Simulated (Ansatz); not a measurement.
The parent structure is Ca₂Si (space group Fm-3m, No. 225; a = 7.160 Å; a model cell, its experimental status unchecked). Axes: x, y, z lie along the cube axes.

All numbers come from DFT with r2SCAN, PAW potentials and a 500 eV plane-wave cutoff in Ansatz (a quantum-chemistry and plane-wave program), without spin-orbit coupling.

One thing is altered: an isotropic linear strain of −1.98 %, atoms relaxed at fixed cell.

### Question
Predict the stress tensor and what it implies for the stiffness.

### Answer
Stress of the strained cell less that of the base (GPa, compression positive):
```
   2.63    0.00    0.00
   0.00    2.63    0.00
   0.00    0.00    2.63
```

Then B = −ΔP/(ΔV/V₀) with ΔV/V₀ = -0.0582 gives secant stiffness values (nonlinear terms included at this strain): B ≈ 45 GPa.

As a check, the harmonic strain energy −½ V₀ Δσ:ε is 15 meV/atom; the computed energy rise is 14 meV/atom.

No phonon test of stability was made.
